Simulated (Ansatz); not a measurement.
Consider MgI$_{2}$ in the CdI2 type structure (space group P-3m1, No. 164; a = 4.0597 Å, c = 6.5802 Å; layered, stacked along the Cartesian z axis). Axes: x lies along a and z along c of the hexagonal cell.

All numbers come from PBEsol-D3(BJ) (Ansatz, a quantum-chemistry and plane-wave program, PAW, no spin-orbit coupling).

Strains are applied to the cell and any free atomic positions relax.

One change was made to it. Results:

```tsv
quantity	base	after
valence-band top at Γ (three highest levels, from the VBM)	0.00, -0.14, -0.14 eV	0.00, -0.17, -0.17 eV
band gap	3.34 eV	3.31 eV
width of the top valence band	1.70 eV	1.75 eV
pressure (mean of the normal stresses, compression positive)	0.00 GPa	0.09 GPa
```

### Question
What was done to the base?
(A) uniaxial strain ε_zz = +2.00 %
(B) uniaxial strain ε_zz = −0.50 %
(C) uniaxial strain ε_zz = +1.50 %
(D) uniaxial strain ε_zz = −1.50 %
(E) uniaxial strain ε_zz = −2.50 %

### Answer
B, uniaxial strain ε_zz = −0.50 %. For comparison, the band gap in the other runs: uniaxial strain ε_zz = −1.50 % gives 3.25 eV; uniaxial strain ε_zz = +1.50 % gives 3.42 eV; uniaxial strain ε_zz = −2.50 % gives 3.19 eV; uniaxial strain ε_zz = +2.00 % gives 3.45 eV.

With I present, leaving out spin-orbit coupling can change the band edges. Whether these cells are dynamically stable was not tested.
